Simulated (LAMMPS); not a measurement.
MD of CdTe (zinc blende) at zero pressure, 216 atoms, as a crystal; each row is its own run.

Model: classical MD, pair style bop, file CdTeSe.bop.table, run in LAMMPS.

```csv
T (K),enthalpy (eV/atom)
200,-2.0972
300,-2.0709
610,-1.9891
810,-1.9376
1220,-1.8241
```

Fit a straight line, y = a + b x, to these rows (x is the first column, y the second) and predict the run at x = 1010.

Least squares gives a = -2.1515 and b = 0.0002670. At x = 1010 the fit predicts -1.8818 eV/atom. The run itself gave -1.8828 ± 0.0009 eV/atom, so the fit is 1 meV/atom high.

Caution (rows 610; 810; 1010; 1220): a run this short can hold a crystal over, or a liquid under, the potential's own melting point, which these runs don't give.
